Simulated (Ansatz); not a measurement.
S on the 1x1 (111) surface of fcc Ni, ferromagnetic, one in a 2x2 cell, energies for each (21.5 Å²). Energies are against ⅛ S8(g), without zero-point or thermal terms; each row is named by its start.

Calculation: PBE (plane waves to 420 eV, PAW; Ansatz, a first-principles code).

Set-up: 17 atoms, 6.0 Å thick at the start under the adsorbate (thin: gaps and levels are the slab's own); mesh 7x7x1; 0.1 eV smearing; dipole correction on; 8 atoms held, the rest relaxed; each run with such symmetry as its start has; spin-polarised, no spin-orbit, no U, no dispersion correction.

A negative adsorption energy means that the adsorbate is more stable on the surface than in its reference. Starts that drift may end in the same place. Heights count from the host atoms within 0.3 Å of the top one.

```csv
starting site,E_ads (eV),height (Å),nearest host atom (Å),bonded to,Δ work function (eV),lateral drift (Å),moment (μB)
top Ni,[?],1.84,Ni 2.00,Ni,0.52,0.0,10.7
hollow Ni-Ni-Ni over Ni at depth 2.0 Å,[?],[?],Ni 2.14,3 Ni,0.23,0.0,10.0
hollow Ni-Ni-Ni over Ni at depth 4.0 Å,-2.10,1.56,Ni 2.14,3 Ni,0.23,0.0,10.0
bridge Ni-Ni (span 2.5 Å),-2.10,1.56,Ni 2.14,3 Ni,0.23,0.7,10.0
```

Problem. Fill in the missing entries.

Solution. 
- top Ni, E_ads (eV): -0.60
- hollow Ni-Ni-Ni over Ni at depth 2.0 Å, E_ads (eV): -2.04
- hollow Ni-Ni-Ni over Ni at depth 2.0 Å, height (Å): 1.57
